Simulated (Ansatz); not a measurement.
Results of r²SCAN (Ansatz, a first-principles code, PAW) for cubic perovskite KNiF3.

Run with plane-wave cutoff 560 eV, 8×8×8 k mesh, Fermi–Dirac smearing 0.01 eV, spin-polarised with parallel moments, scalar-relativistic PAW data made under PBE.

Cell (relaxed at this level):

```yaml
crystal:
  lattice:
    - [4.00826, 0.00000, 0.00000]
    - [0.00000, 4.00826, 0.00000]
    - [0.00000, 0.00000, 4.00826]
  atoms:
    - { symbol: K, position: [0.00000, 0.00000, 0.00000] }
    - { symbol: Ni, position: [0.50000, 0.50000, 0.50000], spin: 2.0 }
    - { symbol: F, position: [0.50000, 0.00000, 0.50000] }
    - { symbol: F, position: [0.00000, 0.50000, 0.50000] }
    - { symbol: F, position: [0.50000, 0.50000, 0.00000] }
```

Question: Give the computed pressure derivative B′ of the bulk modulus, bulk modulus, band gap, smallest direct gap on the k points sampled and direct gap at Γ.

Answer: 
- pressure derivative B′ of the bulk modulus = 4.6
- bulk modulus = 89.3 GPa
- band gap = 2.48 eV (indirect)
- smallest direct gap on the k points sampled = 2.76 eV
- direct gap at Γ = 3.43 eV

Note: the magnetic order was assumed, not searched for or taken from measurement; without U or exact exchange, gaps and moments of open d shells tend to come out too small.

Spins in the cell block are starting values.
